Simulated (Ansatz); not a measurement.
We consider TaAs (model structure, started from the NbAs type, I4₁md, No. 109, 4 atoms in the cell), described by r²SCAN (plane waves, PAW; Ansatz, a first-principles code).

Run with plane-wave cutoff 560 eV, 22×22×22 k mesh, Fermi–Dirac smearing 0.05 eV, scalar-relativistic PAW data made under PBE.

Cell (relaxed at this level):

```
CELL_PARAMETERS angstrom
     -1.72082     1.72082     5.85622
      1.72082    -1.72082     5.85622
      1.72082     1.72082    -5.85622
ATOMIC_POSITIONS crystal
  Ta 0.74928 0.74928 0.00000
  Ta 0.49928 0.99928 0.50000
  As 0.16672 0.16672 0.00000
  As 0.91672 0.41672 0.50000
```

What does this level give for the bulk modulus B0?


- bulk modulus B0: 186 GPa

The run finds no gap.

Note: the bulk modulus is −V dP/dV from two relaxed cells at ±2 % in volume; the relaxation could raise the start's symmetry but not lower it, so the cell can be a saddle point.

Spin–orbit coupling is not included; it can open a gap where bands touch, and shift volumes and moduli.

The computed numbers hold no vibrational or temperature effects.

It cost roughly 30 core-minutes of CPU time.

A model structure was made by putting elements into a prototype or built by hand; it is no filed structure, need not be a known phase, and can be a saddle point held by its symmetry.
